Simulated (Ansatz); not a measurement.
What isotropic strain −0.33 % does to Se

Base system: Se (space group P3_121, No. 152; a = 4.5294 Å, c = 5.0424 Å; made of chains).

Modification: the cell is scaled by 0.9967 in all directions, atoms relaxed at fixed cell.

Computed with PBE (Ansatz, a first-principles code), no spin-orbit coupling, earlier PAW set. Settings: 9×9×7 k-points, 0.05 eV Fermi–Dirac smearing.

The volume per atom decreases by 0.29 Å³, from 29.86 Å³ to 29.57 Å³ and the space group is still P3_121 (No. 152). The energy hardly moves and the pressure (mean of the normal stresses, compression positive) goes from zero to 0.14 GPa. The band gap increases by 0.01 eV to 1.05 eV and the gap character is still indirect, L → H. The width of the top valence band grows by 0.04 eV, from 1.28 eV to 1.32 eV and the electron mass goes from 0.16 mₑ along c, 0.37 mₑ across (at H) to 0.16 mₑ along c, 0.36 mₑ across (at H).

Masses are band curvatures over ±0.01 Å⁻¹ around the edge. No phonon test of stability was made. No dispersion term is included, though the crystal is made of layers, chains or molecules, so its spacings can come out too wide.
